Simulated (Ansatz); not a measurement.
The parent structure is TlBr in the CsCl type structure (space group Pm-3m, No. 221).

```
CELL_PARAMETERS angstrom
      3.83953     0.00000     0.00000
      0.00000     3.83953     0.00000
      0.00000     0.00000     3.83953
ATOMIC_POSITIONS crystal
  Tl 0.00000 0.00000 0.00000
  Br 0.50000 0.50000 0.50000
```

Cartesian axes are those of the cell as printed.

Computed with LDA (Ansatz, a quantum-chemistry and plane-wave program), no spin-orbit coupling.

Strains are applied to the cell and any free atomic positions relax.

One change was made to it. Results:

| quantity | base | after |
|---|---|---|
| hole mass | 0.16 mₑ along k, 0.39 mₑ across (at X) | 0.15 mₑ along k, 0.39 mₑ across (at X) |
| valley order (the lowest conduction-band minima on the path, energy above the VBM, named in the base's zone) | X along ⟨100⟩ 1.37 eV; R along ⟨111⟩ 1.49 eV | X along [001] 1.32 eV; X along [010] 1.36 eV; R along [111] 1.44 eV |
| electron mass | 0.12 mₑ along k, 0.19 mₑ across (at X) | 0.11 mₑ along k, 0.18 mₑ across (at X) |
| pressure (mean of the normal stresses, compression positive) | -0.1 kbar | 1.6 kbar |

Question: Which of these changes matches the shifts?
A. uniaxial strain ε_zz = +2.00 %
B. uniaxial strain ε_zz = −3.00 %
C. uniaxial strain ε_zz = +0.50 %
D. uniaxial strain ε_zz = −0.50 %
E. uniaxial strain ε_zz = −1.50 %

Answer: D, uniaxial strain ε_zz = −0.50 %. For comparison, the valley order in the other runs: uniaxial strain ε_zz = +2.00 % gives X along [010] 1.34 eV; X along [001] 1.47 eV; R along [111] 1.51 eV; uniaxial strain ε_zz = −1.50 % gives X along [001] 1.24 eV; R along [111] 1.33 eV; X along [010] 1.33 eV; uniaxial strain ε_zz = −3.00 % gives X along [001] 1.11 eV; R along [111] 1.18 eV; X along [010] 1.30 eV; uniaxial strain ε_zz = +0.50 % gives X along [010] 1.36 eV; X along [001] 1.39 eV; R along [111] 1.49 eV.

With Tl present, leaving out spin-orbit coupling can change the band edges. The levels and masses belong to the bands next to the band gap. Effective masses come from finite differences of ±0.01 Å⁻¹. Along k means along the line from Γ to the band edge. No phonon test of stability was made.
